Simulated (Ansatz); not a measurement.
Competing hops of La-vacancy pair in monoclinic HfO2, charge state +1

Consider La-vacancy pair (La on one host Hf site, one O site vacant) in monoclinic HfO2, charge state +1. All values below come from PBE, PAW (plane waves to 420 eV; Ansatz, a program for electronic structure).

Settings: 96 host sites, the relaxed PBE lattice, the Γ point alone, smearing 0.01 eV, spin-restricted, no image-charge correction. No zero-point or tunnelling terms. Spin-orbit coupling is left out. The charge state is imposed; whether it is stable for some Fermi level was not computed. Forms of the defect that were not tried may lie lower.

Barriers: single points on a 2×2×2 k-point mesh shifted by half a step at the bands' geometries.

```tsv
Route	Start site over the lowest site run (eV)	Hop (Å)	Forward barrier (eV)	Backward barrier (eV)	Neighbours at the start	Neighbours at the saddle	Saddle order	Forward, on the band's own sampling (eV)
a nearby O atom hops onto the vacant site (La-vacancy distance between ideal sites 2.05 → 4.57 Å)	0.07	1.88	0.48	0.55	Hf at 2.09, Hf at 2.12, Hf at 2.17; O at 2.62, O at 2.69 Å	2 Hf at 1.94 Å	not checked	0.49
a nearby O atom hops onto the vacant site (La-vacancy distance between ideal sites 2.05 → 3.82 Å)	0.07	2.06	0.52	0.10	Hf at 2.06, Hf at 2.08, Hf at 2.28; O at 2.58, O at 2.67 Å	Hf at 2.05, Hf at 2.47, Hf at 2.52; La at 2.45; O at 2.51, O at 2.55 Å	not checked	0.52
a nearby O atom hops onto the vacant site (La-vacancy distance between ideal sites 2.05 → 4.45 Å)	0.07	2.23	0.96	0.60	Hf at 2.04, Hf at 2.13, Hf at 2.19; O at 2.58, O at 2.64 Å	Hf at 1.94 Å	not checked	0.97
a nearby O atom hops onto the vacant site (La-vacancy distance between ideal sites 2.05 → 2.15 Å)	0.07	2.86	0.99	0.85	Hf at 2.03, Hf at 2.09; La at 2.35 Å	Hf at 2.00; La at 2.26 Å	not checked	0.99
a nearby O atom hops onto the vacant site (La-vacancy distance between ideal sites 2.05 → 4.04 Å)	0.07	2.58	1.49	0.61	Hf at 2.16, Hf at 2.20, Hf at 2.21, Hf at 2.35; O at 2.58, 2 O at 2.59, O at 2.69, O at 2.71 Å	Hf at 2.03, Hf at 2.58; La at 2.56; O at 2.44, O at 2.60, O at 2.61 Å	not checked	1.47
```

Paths come from CI-NEB runs.
